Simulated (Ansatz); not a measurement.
Take Mo in the bcc (W type) structure (space group Im-3m, No. 229; relaxed with 0.1 eV smearing) as the base.

```yaml
crystal:
  lattice:
    - [-1.55576, 1.55576, 1.55576]
    - [1.55576, -1.55576, 1.55576]
    - [1.55576, 1.55576, -1.55576]
  atoms:
    - { symbol: Mo, position: [0.00000, 0.00000, 0.00000] }
```

Cartesian axes are those of the cell as printed.

Level of theory: Ansatz (an electronic-structure program) LDA, no SOC.

Base values:

* **Shortest interatomic distance**: 2.695 Å
* **Band gap**: zero

Modification: uniaxial strain ε_zz = −2.00 %, all other strain components held at zero, atoms relaxed at fixed cell.

Task: How does this affect the stress?

Result: The stress (xx, yy, zz, yz, xz, xy; compression positive) amounts to (3.8, 3.8, 11.0, 0.0, 0.0, 0.0) GPa.

Task: What happens to the energy relative to the base?

Result: The energy increases by 10 meV/atom.

Task: Predict the new shortest interatomic distance.

Result: The shortest interatomic distance falls by 0.018 Å (2.695 Å → 2.677 Å).

Task: How does this affect the band gap?

Result: The band gap is still zero.

No phonon test of stability was made. The final runs are not spin-polarised.
